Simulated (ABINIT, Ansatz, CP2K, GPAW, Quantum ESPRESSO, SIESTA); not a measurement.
# Code comparison for TiNi (Pm-3m, 2 atoms in the cell)

Self-consistent single point.

```
CELL_PARAMETERS angstrom
      2.96088     0.00000     0.00000
      0.00000     2.96088     0.00000
      0.00000     0.00000     2.96088
ATOMIC_POSITIONS crystal
  Ti 0.50000 0.50000 0.50000
  Ni 0.00000 0.00000 0.00000
```

All programs got the same cell, k-point mesh and kind of occupations (in Ansatz's words: kpoints.mp_grid.grid = 9 9 9; scf.occupations.method = gaussian; scf.occupations.width = 0.1 eV); potentials, basis and cutoffs are each program's usual ones.

```json
[
 {"code": "GPAW", "model": "LDA (Perdew-Wang 92), GPAW PAW datasets LDA (gpaw-data 1.0.1)", "pressure (GPa)": "-3.59", "k-points": "35", "cutoff": "800 eV"},
 {"code": "Quantum ESPRESSO", "model": "LDA (PZ), GBRV 1.5 ultrasoft (LDA) pseudopotentials", "pressure (GPa)": "-4.27", "k-points": "35", "cutoff": "50 Ry"},
 {"code": "SIESTA", "model": "LDA PW92, numerical atomic orbitals DZP, PseudoDojo LDA standard norm-conserving potentials (rewritten from UPF to PSML)", "pressure (GPa)": "-12.07", "k-points": "365", "cutoff": "grid 300 Ry"},
 {"code": "Ansatz", "model": "LDA (PW92), PAW files made with PBE", "pressure (GPa)": "-4.41", "k-points": "35", "cutoff": "420 eV"},
 {"code": "CP2K", "model": "LDA (Pade form), GPW, TZVP-MOLOPT-SR-GTH basis, GTH-PADE potentials (GTH_POTENTIALS)", "pressure (GPa)": "-4.82", "k-points": "365", "cutoff": "grid 600 Ry"},
 {"code": "ABINIT", "model": "LDA (PW92), norm-conserving pseudopotentials (PseudoDojo nc-sr-04 LDA standard)", "pressure (GPa)": "-4.40", "k-points": "35", "cutoff": "49 Ha"}
]
```

The spread over the programs that give each value: pressure within 8.48 GPa.

The starting cell comes from a database of computed structures (which also holds hypothetical and non-ambient phases and stackings), without a prior relaxation at this level. Its lattice was rescaled by a random factor within 2.5 % of one. On Ansatz's run: Spin polarisation is off. In the base run, with a pressure of about -4 GPa the cell is away from its equilibrium volume at this level.

Question: Why do the programs differ, and what cannot be compared?

Answer: Differences of this kind can come from the potentials, where these differ, and from what each basis and cutoff leave unconverged. The valence holds different numbers of electrons (GPAW 28, Quantum ESPRESSO 30, SIESTA 30, Ansatz (a quantum-chemistry and plane-wave program) 30, CP2K 30, ABINIT 30). The zero of total energies and Fermi levels follows the potentials and each program's conventions, so they are not compared here. SIESTA and CP2K use small atom-centred bases, whose incompleteness enters pressures, forces and empty levels differently from a plane-wave cutoff. Ansatz's pressure is given at a fixed set of plane waves, as the other plane-wave codes print theirs; with its correction for the finite basis it is -4.35 GPa. The same LDA comes in different parametrisations, which differ slightly. The programs reduce the same mesh by symmetry to different extents, which changes the work and not the result. In the pressure, SIESTA (by 7.74) lies more than 1 GPa from the median of the plane-wave programs.

Left out of this page: Elk and FLEUR (not drawn, or without a comparable value).

Keys are those of Ansatz 0.2.
